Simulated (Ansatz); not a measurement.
The reference is Zr in the hcp (Mg type) structure (space group P6_3/mmc, No. 194; a = 3.244 Å, c = 5.158 Å; relaxed with 0.1 eV smearing).

Level of theory: Ansatz (a quantum-chemistry and plane-wave program), r2SCAN, PAW, cutoff 500 eV, without spin-orbit coupling.

Strains are applied to the cell and any free atomic positions relax.

One change was made to it. Results:

```json
[
 {"quantity": "energy relative to the base (free energy F)", "base": "0 meV/atom", "after": "+60 meV/atom"},
 {"quantity": "pressure (mean of the normal stresses, compression positive)", "base": "0.0 GPa", "after": "10.0 GPa"}
]
```

Task: Which change produced these results?
A. isotropic strain −3.00 %
B. isotropic strain −0.50 %
C. isotropic strain −1.00 %
D. isotropic strain −2.00 %

Result: A, isotropic strain −3.00 %. For comparison, the energy relative to the base in the other runs: isotropic strain −1.00 % gives +6.4 meV/atom; isotropic strain −2.00 % gives +26 meV/atom; isotropic strain −0.50 % gives +1.6 meV/atom.

Stability against distortions was not tested. All final runs are without spin polarisation.
